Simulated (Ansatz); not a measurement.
## KI in the NiAs type structure (space group P6_3/mmc, No. 194; a hypothetical phase, not in the database extracts checked)

```cif
data_I2K2
_chemical_formula_sum 'K2 I2'
_space_group_name_H-M_alt 'P 1'
_space_group_IT_number 1
_cell_length_a 4.83813
_cell_length_b 4.83813
_cell_length_c 8.50674
_cell_angle_alpha 90.000
_cell_angle_beta 90.000
_cell_angle_gamma 120.000
loop_
_space_group_symop_operation_xyz
  'x, y, z'
loop_
_atom_site_label
_atom_site_type_symbol
_atom_site_fract_x
_atom_site_fract_y
_atom_site_fract_z
_atom_site_occupancy
K1 K 0.00000 0.00000 0.00000 1
K2 K 0.00000 0.00000 0.50000 1
I1 I 0.33333 0.66667 0.25000 1
I2 I 0.66667 0.33333 0.75000 1
```

Level of theory: Ansatz (a program for electronic structure), PBEsol, PAW, cutoff 420 eV, scalar-relativistic without spin-orbit coupling. k-mesh 8×8×4 (Γ-centred); smearing 0.05 eV (Fermi–Dirac).

| Quantity | Result |
|---|---|
| Volume per atom | 43.11 Å³ |
| Density | 3.20 g/cm³ |
| Band gap | 3.78 eV, direct at Γ |
| Electron mass | 0.30 mₑ along c, 0.33 mₑ across |
| Lowest conduction-band minima above the VBM | Γ 3.78 eV; M (1/2, 0, 0) 4.94 eV |
| Total energy | -4475.609 eV/atom (σ→0; compares only within this code and set-up) |

Spin-orbit coupling, missing from the scalar runs, can matter with I. Effective masses come from finite differences of ±0.01 Å⁻¹. Stability against distortions was not tested.
